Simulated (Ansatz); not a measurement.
Si (I4/mmm, No. 139, 4 atoms in the cell; start mp-999200; another form than the element's usual one) was calculated with LDA in Ansatz (PAW).

Numerical settings: plane-wave cutoff 520 eV, 10×10×10 k mesh, Fermi–Dirac smearing 0.01 eV, scalar-relativistic PAW data made under PBE.

The cell is the one relaxed with PBEsol. Conventional cell: a = 6.6446 Å, b = 6.6446 Å, c = 3.8375 Å, α = 90.00°, β = 90.00°, γ = 90.00°.

```
Si
1.0
   -3.32231     3.32231     1.91873
    3.32231    -3.32231     1.91873
    3.32231     3.32231    -1.91873
Si
4
Direct
  0.17873   0.17873   0.35746
  0.82127   0.82127   0.64254
  0.17873   0.82127   0.00000
  0.82127   0.17873   0.00000
```

List the 9 lowest band energies at Γ above −25 eV (eV, relative to the valence band maximum), grouping those that round alike.

At Γ: -12.07, -7.83, -5.59 (×2), -3.78, -1.47 (×2), -0.55, 1.40.

Note: cell and atoms aren't relaxed at this level (pressure -1.5 GPa).

A start named mp-… is a Materials Project structure, which need not be a measured phase.

Ansatz is an electronic-structure program.
